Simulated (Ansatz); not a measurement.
## Hypothetical rock salt BP: pressure 3 GPa

The parent structure is BP in the rock salt structure (space group Fm-3m, No. 225; a = 4.289 Å; a hypothetical phase, not in the database extracts checked).

Modification: a hydrostatic pressure of 3 GPa.

The values are results of PBEsol (Ansatz, a quantum-chemistry and plane-wave program, PAW, spin-orbit coupling left out), not measurements. k-mesh 19×19×19 (Γ-centred); smearing 0.05 eV (Fermi–Dirac).

The volume per atom decreases by 0.17 Å³, from 9.86 Å³ to 9.69 Å³ and the density goes up by 0.06 g/cm³ (3.52 g/cm³ → 3.58 g/cm³). The lattice parameter a shrinks by 0.0456 bohr (8.104 bohr → 8.059 bohr) and the enthalpy H = E + PV relative to the base's energy is +0.18 eV/atom. The band gap stays zero.

Final structure:

```
BP
1.0
    0.00000     2.13227     2.13227
    2.13227     0.00000     2.13227
    2.13227     2.13227     0.00000
P B
1 1
Direct
  0.00000   0.00000   0.00000
  0.50000   0.50000   0.50000
```

Cost of the whole job for the changed cell (relaxation, final SCF and bands): roughly 13 core-seconds.

Load acts through the strain it causes; cell and atoms are relaxed under it. Whether these cells are dynamically stable was not tested. All final runs are without spin polarisation.
